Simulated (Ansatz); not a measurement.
The starting structures come from a database of crystals and need not be the phases stable at ambient conditions.

By PBEsol, the system below comes out a metal.

A figure of merit of an interconnect metal is its ballistic conductance per area.

Given:

```
CELL_PARAMETERS angstrom
      5.67558     0.00000     0.00000
     -2.83779     4.91520     0.00000
      2.83779     1.63840     4.63409
ATOMIC_POSITIONS crystal
  Bi 0.00000 0.50000 0.50000
  Bi 0.50000 0.25000 0.25000
  Au 0.75000 0.87500 0.87500
  Au 0.25000 0.37500 0.87500
  Au 0.75000 0.87500 0.37500
  Au 0.25000 0.87500 0.87500
```

Space group of this cell: Fd-3m, cubic Laves (MgCu2 type). The cell is taken as given; by PBEsol its mean pressure is -3.5 GPa.

The current flows along the normal of the first two printed cell vectors, the (111) plane of the conventional cell. No spin-orbit coupling; the value is a mean over 0.1 eV about the Fermi level.

Problem. Give the ballistic conductance per area that PBEsol in Ansatz (a program for electronic structure) yields.

Solution. 0.32 × 10¹⁵ S/m² for both spins.
